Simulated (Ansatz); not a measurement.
# La2O3 (P-3m1): band-edge transport data

Here is the system:

```
La2O3
1.0
    3.90609     0.00000     0.00000
   -1.95304     3.38277     0.00000
    0.00000     0.00000     6.04018
La O
2 3
Direct
  0.66667   0.33333   0.75463
  0.33333   0.66667   0.24537
  0.66667   0.33333   0.35397
  0.33333   0.66667   0.64603
  0.00000   0.00000   0.00000
```

All values below come from r2SCAN, rigid bands (plane waves, PAW, scalar-relativistic; Ansatz, a program for electronic structure). Condition of this run: functional r2SCAN on the same cell. Geometry: cell and atoms relaxed with PBEsol.

```
Quantity                                                               Result
--------------------------------------------  -------------------------------
band gap                                                              4.23 eV
electron conductivity mass (300 K, dilute)    1.87 (x), 1.87 (y), 1.22 (z) mₑ
hole conductivity mass (300 K, dilute)          3.4 (x), 3.4 (y), 1.29 (z) mₑ
effective density of states N_c (300 K)                           1.0e20 cm⁻³
effective density of states N_v (300 K)                           7.3e20 cm⁻³
density-of-states mass, electrons                                      2.6 mₑ
density-of-states mass, holes                                          9.5 mₑ
Seebeck coefficient, n-type 1e19 cm⁻³, 300 K                        -440 μV/K
Seebeck coefficient, p-type 1e19 cm⁻³, 300 K                         556 μV/K
```

Rigid bands; masses and Seebeck coefficients take one relaxation time τ for all states and one kind of carrier; polarons and phonon drag are left out. Spin-orbit coupling is left out; where it splits the top of the valence band, N_v and the p-type Seebeck coefficient come out somewhat high without it. Geometry: cell and atoms relaxed with PBEsol.
